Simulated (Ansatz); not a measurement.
Amorphous cells of 8 compositions: the gap between the highest filled and lowest empty level at the zone centre, by PBE and by a single point of HSE06 on the same geometry (PBE, scalar-relativistic without spin-orbit coupling (plane waves to 420 eV, PAW; Ansatz, an electronic-structure program); exact exchange cut at the cells' faces). The networks come from melt-quench runs on the CHGNet potential at compositions and starting densities chosen by hand, with anions pushed apart in the CHGNet dynamics, and DFT then relaxed them. The cells are small and were quenched far faster than real films, so single cells scatter. Defect or tail levels can set these gaps. The rows are the first to finish with both values and no moments.

```
cell                        PBE gap x (eV)  HSE06 gap y (eV)
--------------------------  --------------  ----------------
A (Al28O45W, 3.36 g/cm3)              2.65              4.10
B (Al28O43Zn, 3.17 g/cm3)             2.95              4.60
C (Al28O45Ga2, 3.12 g/cm3)            3.17              4.84
D (Al28O45B2, 2.99 g/cm3)             3.18          withheld
E (Al28O45Y2, 3.27 g/cm3)             3.55              5.26
F (Al28O44Hf, 3.39 g/cm3)             3.61              5.30
G (Al28O43Li2, 3.13 g/cm3)            3.62              5.32
H (Al28O43Ca, 3.11 g/cm3)             3.76              5.46
```

Task: Fit a straight line through the 7 full rows and predict the withheld value for D (Al28O45B2, 2.99 g/cm3).

Result: Means: x = 3.330, y = 4.983. Slope = Σ(Δx Δy) / Σ(Δx²) = 1.221 / 1.028 = 1.19; the r.m.s. residual is 0.045. Prediction: 4.983 + 1.19 × (3.18 − 3.330) = 4.80. The run gave 4.88, 0.08 above the line.
